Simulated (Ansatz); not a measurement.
Adsorption energy and surface dipole of N on the 1x1 (0001) surface of hcp Ru, one in a 3x3 cell, started at the site 'hollow Ru-Ru-Ru over Ru at depth 2.1 Å', worked from the runs' numbers; total energies count from the potentials' own zero.

These are PBE (plane waves to 420 eV, PAW; Ansatz, a first-principles code) values and carry that method's errors.

Slab: 37 atoms, 6.3 Å thick at the start under the adsorbate (thin: gaps and levels are the slab's own); k 4x4x1, smearing 0.1 eV, dipole-corrected; 18 atoms held, the rest relaxed; symmetry of the start imposed; no spin, no spin-orbit, no U, no dispersion correction. At the end it is bonded to 3 Ru. In PBE it is, or lies within 0.03 eV of, the lowest of the starts that converged.

```tsv
quantity	value
slab with the adsorbate	-211998.818 eV
clean slab, same cell and mesh	-211613.688 eV
reference, ½ N2(g)	-384.013 eV
area of the cell	57.72 Å²
change of the step from the bottom to the top vacuum level	0.138 eV
```

### Question
What is the adsorption energy against this reference?

### Answer
E(slab + adsorbate) − E(slab) − E(reference) = -1.12 eV, so in this state the adsorbate is more stable than in the reference, at a coverage of 1.73 a nm².

### Question
What dipole does adsorption add to the slab along the outward normal (Helmholtz relation, ε₀ = 0.005526 e/(V·Å))?

### Answer
p = −ε₀·A·ΔV = -0.044 e·Å = -0.21 D; its negative end points to the vacuum, which raises the vacuum level.
